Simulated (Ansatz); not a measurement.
# Pressure series in ZrGeS

The parent structure is ZrGeS (space group P4/nmm, No. 129; a = 3.6019 Å, c = 7.9879 Å).

Cell and atoms are relaxed at each pressure.

Calculations: PBEsol (Ansatz, a first-principles code, PAW, spin-orbit coupling left out).

| pressure (GPa) | volume per atom (Å³/atom) |
|---|---|
| 0 | 17.272 |
| 0.3 | ? |
| 0.7 | 17.181 |
| 1.5 | 17.081 |
| 3 | 16.901 |
| 5 | 16.675 |
| 7.5 | 16.415 |
| 10 | 16.174 |

Task: Fit the third-order Birch–Murnaghan form P(V) = (3B₀/2)[(V₀/V)^(7/3) − (V₀/V)^(5/3)]·[1 + (3/4)(B₀′ − 4)((V₀/V)^(2/3) − 1)] (squares taken in P) to the rows shown and predict the withheld row.

Result: Least squares on the printed values gives V₀ = 17.272 Å³/atom, B₀ = 132 GPa, B₀′ = 4.4; this predicts 17.233 Å³/atom, and the run gives 17.232 Å³/atom, in agreement.

Load acts through the strain it causes; cell and atoms are relaxed under it. Stability against distortions was not tested. No other phases were tried under pressure. All final runs are without spin polarisation.
